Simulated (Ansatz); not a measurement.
**CoCl2 in the CdI2 type structure (space group P-3m1, No. 164; ferromagnetic; a model cell, its experimental status unchecked; layered, stacked along the Cartesian z axis)**

```cif
data_Cl2Co
_chemical_formula_sum 'Co1 Cl2'
_space_group_name_H-M_alt 'P 1'
_space_group_IT_number 1
_cell_length_a 3.52599
_cell_length_b 3.52599
_cell_length_c 5.69700
_cell_angle_alpha 90.000
_cell_angle_beta 90.000
_cell_angle_gamma 120.000
loop_
_space_group_symop_operation_xyz
  'x, y, z'
loop_
_atom_site_label
_atom_site_type_symbol
_atom_site_fract_x
_atom_site_fract_y
_atom_site_fract_z
_atom_site_occupancy
Co1 Co 0.00000 0.00000 0.00000 1
Cl1 Cl 0.33333 0.66667 0.23228 1
Cl2 Cl 0.66667 0.33333 0.76772 1
```

All numbers come from r2SCAN+rVV10 (Ansatz, an electronic-structure program), no SOC. Γ-centred 11×11×6 mesh, Fermi–Dirac width 0.05 eV.

| Quantity | Result |
|---|---|
| Volume per atom | 20.45 Å³ |
| Density | 3.51 g/cm³ |
| Band gap | 1.50 eV, indirect, M → K |
| Magnetic state | ferromagnetic |
| Total energy | -2433.145 eV/atom (σ→0; compares only within this code and set-up) |

Whether these cells are dynamically stable was not tested. No Hubbard U is applied and the magnetic state is the run's own (CoCl2 ferromagnetic); small cells can't hold the antiferromagnetic order that many such compounds have, so gaps and moments can be off.
